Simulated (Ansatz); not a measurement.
For TiAl₂O₅ (Cmcm, No. 63; structure not from a measured cell), LDA (Ansatz, a quantum-chemistry and plane-wave program, PAW) gives:

| Item | Result |
|---|---|
| volume per atom | 9.88 Å³/atom |
| enthalpy of formation | -3.386 eV/atom |

### Question
What does PBEsol (plane waves, PAW; Ansatz) give for the same quantities?

### Answer

- equilibrium volume per atom: 10.16 Å³/atom (increases by 2.8 %)
- formation enthalpy: -3.086 eV/atom (moves by +0.300 eV/atom)

Changes are worked out from the printed values.

Unless a cell is named, each level is at its own relaxed cell (LDA 9.88, PBEsol 10.16 Å³/atom).

Caveats: the relaxation could not lower the start's symmetry, so the cell can be a saddle point above a distorted one (LDA, PBEsol). Ansatz's density-functional and Hartree–Fock values are scalar-relativistic unless marked +SOC, with PAW data made under PBE.
